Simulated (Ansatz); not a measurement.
Base system: CsSnI3 in the cubic perovskite structure (space group Pm-3m, No. 221).

```cif
data_CsI3Sn
_chemical_formula_sum 'Cs1 Sn1 I3'
_space_group_name_H-M_alt 'P 1'
_space_group_IT_number 1
_cell_length_a 6.27131
_cell_length_b 6.27131
_cell_length_c 6.27131
_cell_angle_alpha 90.000
_cell_angle_beta 90.000
_cell_angle_gamma 90.000
loop_
_space_group_symop_operation_xyz
  'x, y, z'
loop_
_atom_site_label
_atom_site_type_symbol
_atom_site_fract_x
_atom_site_fract_y
_atom_site_fract_z
_atom_site_occupancy
Cs1 Cs 0.00000 0.00000 0.00000 1
Sn1 Sn 0.50000 0.50000 0.50000 1
I1 I 0.50000 0.00000 0.50000 1
I2 I 0.00000 0.50000 0.50000 1
I3 I 0.50000 0.50000 0.00000 1
```

Computed with Ansatz (a quantum-chemistry and plane-wave program), PBE, PAW, cutoff 420 eV, without spin-orbit coupling.

Base values:

* **Gap character**: direct at R
* **Hole mass**: 0.048 mₑ (at R)
* **Lattice parameter a**: 6.271 Å
* **Band gap**: 0.45 eV
* **Electron mass**: 0.035, 0.75, 0.75 mₑ (at R)

One thing is altered: cell and atoms relaxed at a pressure of 0.3 GPa.

Predict the new gap character.

The gap character is still direct at R.

How does this affect the hole mass?

The hole mass becomes 0.042 mₑ (at R) (base: 0.048 mₑ (at R)).

How does this affect the lattice parameter a?

The lattice parameter a falls by 0.0248 Å to 6.247 Å.

Estimate the effect on the band gap.

The band gap drops by 0.05 eV, from 0.45 eV to 0.40 eV.

What does the calculation give for the electron mass after the change?

The electron mass (degenerate bands, along [100]) becomes 0.032, 0.73, 0.73 mₑ (at R) (base: 0.035, 0.75, 0.75 mₑ (at R)).

With I present, leaving out spin-orbit coupling can change the band edges. Load acts through the strain it causes; cell and atoms are relaxed under it. Effective masses come from finite differences of ±0.01 Å⁻¹. No phonon test of stability was made. Many cubic perovskites are stable only at high temperature; tilts and polar distortions were not tested.
